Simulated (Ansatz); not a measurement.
Defect migration in rock-salt LiF: interstitial H, charge state -1. The step: several atoms move together, H the farthest; the atom moves 2.03 Å along (-0.50, 0.00, 0.00) of the unit cell; the moving atom starts with neighbours 4 F at 2.20; 4 Li at 1.70 Å and ends with 4 F at 2.20; 4 Li at 1.70 Å. DFT values are from Ansatz (plane-wave PAW, 420 eV unless said) in a cell of 64 host sites, spin-restricted, static, with no finite-size correction. The charge state is imposed; whether it is stable for some Fermi level was not computed. Sites that were not tried may lie lower. For the PBE band: the saddle point's order was not checked, and it lies on a symmetry element of the cell, where a band can be held.

```json
[
 {"Level": "PBE, the Γ point alone, band relaxed", "Forward barrier (eV)": "0.26", "Cost of the band or of the saddle's single point": "very roughly 3 core-minutes"},
 {"Level": "PBE, a 2×2×2 k-point mesh shifted by half a step, same geometries", "Forward barrier (eV)": "0.27", "Cost of the band or of the saddle's single point": "about 40 core-seconds (a rough figure)"},
 {"Level": "r2SCAN at 500 eV, the Γ point alone, same geometries", "Forward barrier (eV)": "0.26", "Cost of the band or of the saddle's single point": "about 19 core-seconds (a rough figure)"}
]
```

Ansatz is a quantum-chemistry and plane-wave program.
